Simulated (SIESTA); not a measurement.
## Worked example: self-consistent single point of Cs2AgBiBr6 (Fm-3m, 10 atoms in the cell) in SIESTA

Method: SIESTA with GGA PBE, numerical atomic orbitals DZP, PseudoDojo PBE standard norm-conserving potentials (rewritten from UPF to PSML).

Input as run:

```
# files in the folder: Cs.psml Ag.psml Bi.psml Br.psml (PseudoDojo PBE standard)
SystemName  Cs2AgBiBr6
SystemLabel siesta

NumberOfAtoms                10
NumberOfSpecies              4
%block ChemicalSpeciesLabel
  1 55 Cs
  2 47 Ag
  3 83 Bi
  4 35 Br
%endblock ChemicalSpeciesLabel
LatticeConstant              1.0 Ang
%block LatticeVectors
     0.000000000    5.876840000    5.876840000
     5.876840000    0.000000000    5.876840000
     5.876840000    5.876840000    0.000000000
%endblock LatticeVectors
AtomicCoordinatesFormat      Fractional
%block AtomicCoordinatesAndAtomicSpecies
     0.750000000    0.750000000    0.750000000  1
     0.250000000    0.250000000    0.250000000  1
     0.500000000    0.500000000    0.500000000  2
     0.000000000    0.000000000    0.000000000  3
     0.749190000    0.250810000    0.250810000  4
     0.250810000    0.749190000    0.749190000  4
     0.250810000    0.749190000    0.250810000  4
     0.749190000    0.250810000    0.749190000  4
     0.250810000    0.250810000    0.749190000  4
     0.749190000    0.749190000    0.250810000  4
%endblock AtomicCoordinatesAndAtomicSpecies

XC.functional                GGA
XC.authors                   PBE
PAO.BasisSize                DZP
PAO.EnergyShift              0.01 Ry
MeshCutoff                   300 Ry
%block kgrid.MonkhorstPack
    3   0   0  0.5
    0   3   0  0.5
    0   0   3  0.5
%endblock kgrid.MonkhorstPack
OccupationFunction           FD
ElectronicTemperature        10 K

MaxSCFIterations             150
SCF.Mixer.Method             Pulay
SCF.Mixer.Weight             0.2
SCF.Mixer.History            6
SCF.DM.Tolerance             1.0E-04
Diag.ParallelOverK           true
WriteForces                  true
```

Log, with long lists cut:

```
reinit: Reading from file input.fdf

reinit: System Name: Cs2AgBiBr6
reinit: System Label: siesta

coor:   Atomic-coordinates input format  =     Fractional

siesta: Atomic coordinates (Bohr) and species
siesta:     16.65843  16.65843  16.65843  1        1
siesta:      5.55281   5.55281   5.55281  1        2
siesta:     11.10562  11.10562  11.10562  2        3
siesta:      0.00000   0.00000   0.00000  3        4
siesta:      5.57080  11.10562  11.10562  4        5
siesta:     16.64044  11.10562  11.10562  4        6
siesta:     11.10562   5.57080  11.10562  4        7
siesta:     11.10562  16.64044  11.10562  4        8
siesta:     11.10562  11.10562   5.57080  4        9
siesta:     11.10562  11.10562  16.64044  4       10

siesta: System type = bulk

initatomlists: Number of atoms, orbitals, and projectors:     10   133   188

siesta: ******************** Simulation parameters ****************************
redata: Spin configuration                          = none
redata: Time-Reversal Symmetry                      = T
redata: Number of Atomic Species                    =        4
redata: Mesh Cutoff                                 =   300.0000 Ry
redata: Net charge of the system                    =     0.0000 |e|
redata: Min. number of SCF Iter                     =        0
redata: Max. number of SCF Iter                     =      150
redata: SCF convergence failure will abort job
redata: SCF mix quantity                            = Hamiltonian
redata: Mix DM or H after convergence               =   F
redata: Recompute H after scf cycle                 =   F
redata: Mix DM in first SCF step                    =   T
redata: No kicks to SCF
redata: DM Mixing Weight for Kicks                  =     0.5000
redata: Require Harris convergence for SCF          =   F
redata: Harris energy tolerance for SCF             =     0.000100 eV
redata: Require DM convergence for SCF              =   T
redata: DM tolerance for SCF                        =     0.000100
redata: Require EDM convergence for SCF             =   F
redata: EDM tolerance for SCF                       =     0.001000 eV
redata: Require H convergence for SCF               =   T
redata: Hamiltonian tolerance for SCF               =     0.001000 eV
redata: Require (free) Energy convergence for SCF   =   F
redata: (free) Energy tolerance for SCF             =     0.000100 eV
redata: Using DFT-D3 dispersion                     =   F
redata: Using Saved Data (generic)                  =   F
redata: Method of Calculation                       = Diagonalization
redata: Electronic Temperature                      =    10.0000 K
redata: Number of TDED substeps                     =        3
redata: Dynamics option                             = Single-point calculation
redata: Save all siesta data in one NC              =   F
redata: ***********************************************************************

%block SCF.Mixers
  Pulay
%endblock SCF.Mixers

%block SCF.Mixer.Pulay
  # Mixing method
  method pulay
  variant stable

  # Mixing options
  weight 0.2000
  weight.linear 0.2000
  history 6
%endblock SCF.Mixer.Pulay

DM_history_depth set to one: no extrapolation allowed by default for geometry relaxation
Size of DM history Fstack: 1
Total number of electrons:    94.000000
Total ionic charge:    94.000000

* ProcessorY, Blocksize:    1  64

* Orbital distribution balance (max,min):   133   133

k-point displ. along   1 input, could be:     0.50    0.00
k-point displ. along   2 input, could be:     0.50    0.00
k-point displ. along   3 input, could be:     0.50    0.00
 Kpoints in:           18 . Kpoints trimmed:           18

siesta: k-grid: Number of k-points = 18
siesta: k-points from Monkhorst-Pack grid
siesta: k-cutoff (effective) =    12.467 Ang
siesta: k-point supercell and displacements
siesta: k-grid:     3     0     0      0.500
siesta: k-grid:     0     3     0      0.500
siesta: k-grid:     0     0     3      0.500

diag: Algorithm                                     = D&C
diag: Parallel over k                               =   F
diag: Use parallel 2D distribution                  =   F
diag: Parallel block-size                           = 64
diag: Parallel distribution                         =     1 x     1
diag: Used triangular part                          = Lower
diag: Absolute tolerance                            =  0.100E-15
diag: Orthogonalization factor                      =  0.100E-05
diag: Memory factor                                 =  1.0000

superc: Internal auxiliary supercell:     5 x     5 x     5  =     125
superc: Number of atoms, orbitals, and projectors:   1250  16625  23500

                        Single-point calculation

superc: Internal auxiliary supercell:     5 x     5 x     5  =     125
superc: Number of atoms, orbitals, and projectors:   1250  16625  23500

outcell: Unit cell vectors (Ang):
        0.000000    5.876840    5.876840
        5.876840    0.000000    5.876840
        5.876840    5.876840    0.000000

outcell: Cell vector modules (Ang)   :    8.311107    8.311107    8.311107
outcell: Cell angles (23,13,12) (deg):     60.0000     60.0000     60.0000
outcell: Cell volume (Ang**3)        :    405.9398
new_DM -- step:     1
Initializing Density Matrix...

Attempting to read DM from file... Failed...
DM filled with atomic data:

InitMesh: MESH = 72 x 72 x 72 = 373248
InitMesh: Mesh cutoff (required, used) =   300.000   311.129 Ry

stepf: Fermi-Dirac step function

        iscf     Eharris(eV)        E_KS(eV)     FreeEng(eV)     dDmax    Ef(eV) dHmax(eV)
   scf:    1   -10274.113254   -10278.758138   -10278.758138  0.711139 -2.469362 21.619244
   scf:    2   -10290.917254   -10287.552440   -10287.552440  0.483338 -3.900075  6.512404
   scf:    3   -10289.372511   -10288.637168   -10288.637168  0.090434 -4.548563  2.885926
   scf:    4   -10288.979951   -10288.878227   -10288.878227  0.086673 -3.746601  0.593557
   scf:    5   -10288.900132   -10288.910878   -10288.910878  0.022508 -3.995434  0.588284
   scf:    6   -10288.917068   -10288.921735   -10288.921735  0.012912 -3.978281  0.229626
   scf:    7   -10288.924457   -10288.923276   -10288.923276  0.003241 -3.954658  0.116823
   scf:    8   -10288.923533   -10288.923855   -10288.923855  0.002628 -3.943396  0.055338
   scf:    9   -10288.924024   -10288.923959   -10288.923959  0.000641 -3.948634  0.015752
   scf:   10   -10288.923972   -10288.923969   -10288.923969  0.000198 -3.949024  0.001006
   scf:   11   -10288.923970   -10288.923970   -10288.923970  0.000110 -3.948848  0.000074
   scf:   12   -10288.923970   -10288.923970   -10288.923970  0.000007 -3.948851  0.000062

SCF Convergence by DM+H criterion
max |DM_out - DM_in|         :     0.0000066079
max |H_out - H_in|      (eV) :     0.0000617287
SCF cycle converged after 12 iterations

Using DM_out to compute the final energy and forces

siesta: E_KS(eV) =           -10288.9240

siesta: E_KS - E_eggbox =    -10288.9240

siesta: Atomic forces (eV/Ang):
     1   -0.000156   -0.000156   -0.000156
     2    0.000156    0.000156    0.000156
     3    0.000000    0.000000    0.000000
     4   -0.000000    0.000000    0.000000
     5   -0.001763   -0.000733   -0.000733
     6    0.001763    0.000733    0.000733
     7   -0.000733   -0.001763   -0.000733
     8    0.000733    0.001763    0.000733
     9   -0.000733   -0.000733   -0.001763
    10    0.000733    0.000733    0.001763
   Tot   -0.000000    0.000000   -0.000000
   Max    0.001763
   Res    0.000917    sqrt( Sum f_i^2 / 3N )
   Max    0.001763    constrained

Stress tensor Voigt[x,y,z,yz,xz,xy] (kbar):       20.32       20.32       20.32       -0.02       -0.02       -0.02
(Free)E + p*V (eV/cell)   -10294.0716
Target enthalpy (eV/cell)   -10288.9240

siesta: Program's energy decomposition (eV):
siesta: Ebs     =     -1659.294110
siesta: Eions   =     14053.680118
siesta: Ena     =      2542.168684
siesta: Ekin    =      3521.157670
siesta: Enl     =        57.049782
siesta: Eso     =         0.000000
siesta: Edftu   =         0.000000
siesta: DEna    =        76.699564
siesta: DUscf   =         2.867583
siesta: DUext   =         0.000000
siesta: Ex      =     -2266.439320
siesta: Ec      =      -168.747814
siesta: Exc     =     -2435.187134
siesta: Eharris =    -10288.923970
siesta: Etot    =    -10288.923970
siesta: FreeEng =    -10288.923970

siesta: Stress tensor (static) (eV/Ang**3):
siesta:     0.012681   -0.000009   -0.000009
siesta:    -0.000009    0.012681   -0.000009
siesta:    -0.000009   -0.000009    0.012681

siesta: Cell volume =        405.939766 Ang**3

siesta: Pressure (static):
siesta:                Solid            Molecule  Units
siesta:          -0.00013811         -0.00013836  Ry/Bohr**3
siesta:          -0.01268088         -0.01270406  eV/Ang**3
siesta:         -20.31701161        -20.35415391  kBar
```

The run converged in 12 iterations.

The starting cell comes from a database of computed structures (which also holds hypothetical and non-ambient phases and stackings), without a prior relaxation at this level. Its lattice was rescaled by a random factor within 2.5 % of one. Values carry the incompleteness of an atom-centred basis.

Cost on one core of a shared machine: roughly 40 s.
